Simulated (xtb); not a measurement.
xtb 6.7.1, GFN2-xTB: Re(O)3(Me) anion ([CH3][Re](=[O])(=[O])=[O]), charge -1, multiplicity 2, 8 atoms. The geometry is a generated start, not checked to be a minimum at this level.

```json
{
  "run_flags": "--grad",
  "method": "GFN2-xTB",
  "--acc": "1 (default)",
  "--etemp (K)": "300 (default)",
  "basis_functions": "29",
  "valence_electrons": "33"
}
```

```xyz
8

Re     0.5057    -0.9513    -0.4477
O      1.7339    -0.1464    -1.2024
O      0.7981    -1.6831     1.0049
O     -0.8005    -1.4300    -1.3384
C     -0.4427     0.8362     0.3938
H      0.3292     1.5100     0.7682
H     -1.1032     0.5356     1.2105
H     -1.0206     1.3289    -0.3889
```

Charge -1 and multiplicity 2 are set for this test and not shown to be the ground state. GFN-xTB has no spin term: --uhf 1 sets the occupations alone.

One run each on 1 thread. Values of broydamp tried: 0.02, 0.05, 0.1, 0.2, 0.4 (default), 0.6, 0.8, 1.

Question: Which value of broydamp needs the fewest SCC iterations, and what happens away from it?

Answer: Fewest SCC iterations, within one of each other: 0.4 (default) with 16, 0.6 with 17, 0.8 with 17. The count rises to 26 at 0.02. All converge to one solution.

| broydamp | SCC iterations | end |
|---|---|---|
| 0.02 | 26 | same solution |
| 0.05 | 23 | same solution |
| 0.1 | 19 | same solution |
| 0.2 | 18 | same solution |
| 0.4 (default) | 16 | same solution |
| 0.6 | 17 | same solution |
| 0.8 | 17 | same solution |
| 1 | 18 | same solution |
